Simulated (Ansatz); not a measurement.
Ge on the Sr site (Ge_Sr) in rock-salt SrO (start: the Sr site; 64-site cell, 2×2×2 shifted sampling). Calculation: PBE, PAW (plane waves to 420 eV; Ansatz, a program for electronic structure). Total energies of the localised charge states, counted from that of charge +2, and their image corrections (point charge with alignment); the host's valence-band maximum lies at 7.603 eV on the cells' energy zero and its gap is 3.33 eV.

| charge | moment (μB) | E − E(first) (eV) | correction (eV) |
|---|---|---|---|
| +2 | not spin-polarised | 0.000 | 0.244 |
| +1 | 1.0 | 9.266 | 0.032 |
| 0 | not spin-polarised | 17.912 | 0.000 |

Q: Derive the transition levels above the valence-band maximum and say which of them are thermodynamic.

A: A level is the Fermi energy at which two charges have equal formation energy: ε(q/q′) = [E(q′) + corr(q′) − E(q) − corr(q)] / (q − q′) − E_VBM.
ε(+2/+1) = [(9.266 + 0.032) − (0.000 + 0.244)] / 1 − 7.603 = 1.45 eV
ε(+1/0) = [(17.912 + 0.000) − (9.266 + 0.032)] / 1 − 7.603 = 1.01 eV
Charge +1 lies above the lower envelope where its neighbours cross, so the level that counts is ε(+2/0) = [(17.912 + 0.000) − (0.000 + 0.244)] / 2 − 7.603 = 1.23 eV.
Thermodynamic levels at least 0.1 eV inside the gap: (+2/0) at 1.23 eV. They hold to tenths of an eV in this cell. Charges with a result: +2, +1, 0, −1. Others weren't obtained, and one of them could lie lower, also by skipping a charge. At charge −1 the carrier sat in host band states, shallow at most. Flagged in the runs: a strain field that reaches the edge of the cell.
